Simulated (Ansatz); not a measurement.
Checking a run of Ansatz (a program for electronic structure) on Re (P6_3/mmc, 4 atoms in the cell). The aim is a self-consistent single point with DFT, PBEsol, plane waves, default PAW files made with PBE.

This input was run:

Ansatz 0.2 input:
```yaml
# Re
crystal:
  lattice:
    - [2.808439, 0.000000, 0.000000]
    - [-1.404220, 2.432180, 0.000000]
    - [0.000000, 0.000000, 9.074721]
  atoms:
    - { symbol: Re, position_ang: [0.000000, 0.000000, 0.000000] }
    - { symbol: Re, position_ang: [0.000000, 0.000000, 4.537361] }
    - { symbol: Re, position_ang: [-0.000002, 1.621454, 2.268680] }
    - { symbol: Re, position_ang: [1.404221, 0.810726, 6.806041] }
basis:
  ecutwfc: 105.0
kpoints:
  mp_grid: { grid: [9, 9, 3] }
hamiltonian:
  xc: pbesol
  pseudopotentials: { kind: paw }
scf:
  occupations: { method: gaussian, width: 0.1 }
output:
  forces: true
  eigenvalues: true
  stress: true
```

Output, abridged:

```
   [... lines left out ...]
WARN ansatz: RAYON_NUM_THREADS=1 ignored (pool sized by the plan → 1); use --threads N
Pseudopotentials: kind: paw
Pseudopotential: Re, paw, valence charge 15
Crystal: 4 atoms, lattice volume = 61.986 Å³
Basis set: ecut = 105 eV, 153 PW (Γ), exchange–correlation on 20×20×64 points (8 copies of the dense FFT grid, shifted against one another)
Bands: 36, of which v1, the nominal top of the filled ones, is band 30 counted from 1 (29 counted from 0)
Symmetry: 24 space group operations
Space group: P63/mmc (ITA 194), of the structure as read, at distance tolerance 4.0e-5 Å
k-points: 24 of 243
PAW frozen core: Re, regenerated for the run's functional, and the local potential with it
Initial density: superposition of atomic densities (neutral atoms: chi_scale 0, normalization atom), corrected by the library's trained network
Initial wavefunctions: pseudopotential atomic-orbital guess
Eigensolver: davidson
Functional: x = pbesol(κ = 0.804, μ = 0.12345679012345678), c = pbesol(β = 0.046)
SCF iter   1: F=—  HF=-42662.882802 eV  |F-HF|=—  |Δ(HF+E_count)|=         —  Δρ=5.33e-1  dr2=1.37e2  ethr=1.77e-3  ⟨swp⟩=5.2  Hψ=3087  notcnv=0
all-band conjugate gradients solve this SCF's bands
preconditioner: auto → Resta (q_TF=auto, 2.714 Å⁻¹)
SCF iter   2: F=—  HF=-42608.377454 eV  |F-HF|=—  |Δ(HF+E_count)|=    5.45e1  Δρ=3.33e-1  dr2=5.40e1  ethr=1.77e-3  ⟨swp⟩=2.8  Hψ=2008  notcnv=0  defer=27
   [... lines left out ...]
SCF iter   6: F=—  HF=-42570.797233 eV  |F-HF|=—  |Δ(HF+E_count)|=   2.88e-2  Δρ=6.11e-5  dr2=1.78e-6  ethr=1.16e-7  ⟨swp⟩=2.1  Hψ=1186  notcnv=0  defer=26
SCF iter   7: F=—  HF=-42570.797232 eV  |F-HF|=—  |Δ(HF+E_count)|=   6.53e-7  Δρ=1.38e-5  dr2=2.11e-7  ethr=1.67e-10  ⟨swp⟩=8.5  Hψ=3545  notcnv=0
SCF iter   8: F=-42570.797232 eV  HF=-42570.797232 eV  |F-HF|=1.48e-8  |Δ(HF+E_count)|=   6.09e-8  Δρ=4.50e-6  dr2=1.76e-8  ethr=1.67e-10  ⟨swp⟩=3.2  Hψ=2196  notcnv=0
SCF 1 converged in 8 iterations: F = -42570.797232 eV  dr2 = 1.76e-8
Free energy (F): -42570.797232 eV
Internal energy: -42570.779256 eV  (E = F + TS)
E sigma→0 (E₀):  -42570.788244 eV
Entropy (-TS):   -0.017976 eV (-4.494 meV/atom)
Fermi energy:    28.028828 eV
--- Forces (eV/Å), atoms counted from 1 ---
  atom   1  Re    -0.00000000     0.00000000     0.00000000
   [... zero for the other atoms too ...]
--- Stress (GPa, compression-positive) ---
      185.216707       0.000000       0.000000
        0.000000     185.216707       0.000000
        0.000000       0.000000     204.618081
  P = ⅓ Tr σ = 191.6838 GPa (1916.838 kbar)
  The stress holds the Pulay correction. Without it, at fixed plane waves, as pw.x and ABINIT print it: P = -1774.7467 GPa
```

Task: Is anything amiss in this input, and did it matter?

Result: The run is not sound. The fault is a basis or grid far too coarse for these potentials. The error of an incomplete plane-wave basis or grid does not cancel at such settings. To fix it, restore the cutoff that the potentials need and check convergence. The run converged in 8 iterations without an error; against the sound input the free energy rises by 94.5 eV/atom and the pressure goes from -21.47 to 191.7 GPa. At a fixed set of plane waves, without the program's Pulay estimate, the pressure is -1774.75 GPa against -21.61 GPa.

The sound input it was made from differs as follows (other fixes are possible):
```diff
-basis:
-  ecutwfc: 105.0
```

With that input, the run converged in 6 iterations: free energy E − TS (on the zero of these files) -42948.7357 eV; Fermi level (on the code's own zero) 22.57 eV; pressure -21.47 GPa (DFT, PBEsol, plane waves, default PAW files made with PBE).

On the sound input: the starting cell comes from a database of computed structures (which also holds hypothetical and non-ambient phases and stackings), without a prior relaxation at this level. Its lattice was rescaled by a random factor within 2.5 % of one. Spin-orbit coupling is off. Spin polarisation is off. With a pressure of about -21 GPa the cell is away from its equilibrium volume at this level. Ansatz's pressure includes its estimate of the finite-basis (Pulay) stress.
